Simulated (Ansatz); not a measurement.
Consider Pt in the fcc (Cu type) structure (space group Fm-3m, No. 225; a = 3.9403 Å). Axes: x, y, z lie along the cube axes.

All numbers come from r2SCAN/PAW in Ansatz (a first-principles code), no spin-orbit coupling.

Base values:

```
Item                Value
---------------  --------
Volume per atom  15.29 Å³
Pressure          0.0 GPa
Band gap             zero
```

Now apply this change: biaxial strain −2.39 %, plane normal [111], relaxed out of plane (Cartesian); in-plane vectors clamped, the third vector and the atoms free.

Question: What happens to the energy relative to the base, volume per atom, pressure and band gap?

Answer: The energy increases by 18 meV/atom; the volume per atom falls by 0.26 Å³ to 15.03 Å³; the pressure (mean of the normal stresses, compression positive) goes from zero to 5.9 GPa; the band gap is still zero.

Without a gap, meshes like the base's 20×20×20 leave anisotropic stresses uncertain by several tenths of a GPa, and small strain energies with them. Whether these cells are dynamically stable was not tested. The final runs are not spin-polarised.
